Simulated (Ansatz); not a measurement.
Consider HfS₂ in the CdI2 type structure (space group P-3m1, No. 164; a = 3.6057 Å, c = 5.7676 Å; layered, stacked along the Cartesian z axis).

The values are results of PBE-D3(BJ) (Ansatz, a first-principles code), scalar-relativistic without spin-orbit coupling, not measurements.

Free-standing slabs (3 atom(s) a layer) normal to the stacking axis with 15 Å of vacuum; in-plane cell relaxed.

One change was made to it. Results:

```tsv
quantity	base	after
excess energy per area of both faces (slab less bulk energy over the cell's area: twice a surface energy)	–	0.41 J/m²
valence-band top at Γ (three highest levels, from the VBM)	–	0.00, 0.00, -0.09 eV
smallest direct gap	1.81 eV	2.00 eV
band gap	0.85 eV	1.13 eV
```

Problem. What was done to the base?
A. 3 layers
B. 2 layers
C. 1 layer

Solution. B, 2 layers. For comparison, the valence-band top at Γ in the other runs: 1 layer gives 0.00, 0.00, -0.93 eV; 3 layers gives 0.00, 0.00, -0.05 eV.

Slab and bulk use different k-meshes, which limits the precision of the excess energy. Spin-orbit coupling, missing from the scalar runs, can matter with Hf. No phonon test of stability was made.
